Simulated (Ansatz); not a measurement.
The starting structures come from a database of crystals and need not be the phases stable at ambient conditions.

The decay constant κ of evanescent states in the gap governs leakage through a thin film.

Data:

```
AgCu2PS4
1.0
    6.32175     0.00000     0.00000
    0.00000     7.66154     0.00000
    0.00000     0.00000     6.20505
Cu Ag P S
4 2 2 8
Direct
  0.81476   0.24742   0.00974
  0.18524   0.25258   0.50974
  0.81476   0.75258   0.00974
  0.18524   0.74742   0.50974
  0.35280   0.50000   0.00462
  0.64720   0.00000   0.50462
  0.68746   0.50000   0.50060
  0.31254   0.00000   0.00060
  0.83996   0.27874   0.37808
  0.16004   0.22126   0.87808
  0.83996   0.72126   0.37808
  0.16004   0.77874   0.87808
  0.71971   0.50000   0.83654
  0.28029   0.00000   0.33654
  0.36817   0.50000   0.41117
  0.63183   0.00000   0.91117
```

Space group of this cell: Pmn2_1. The cell is taken as given; by r2SCAN its mean pressure is -1.5 GPa.

Transport runs along the normal of the first two printed cell vectors.

No gap correction and no spin-orbit coupling; mid-gap values are interpolated between computed energies.

### Question
Give the band gap and the smallest decay constant κ at mid-gap that r2SCAN (Ansatz, a program for electronic structure) yields.

### Answer
Gap 1.41 eV on a 6×4×6 mesh; κ = 0.144 1/Å, at the zone centre.
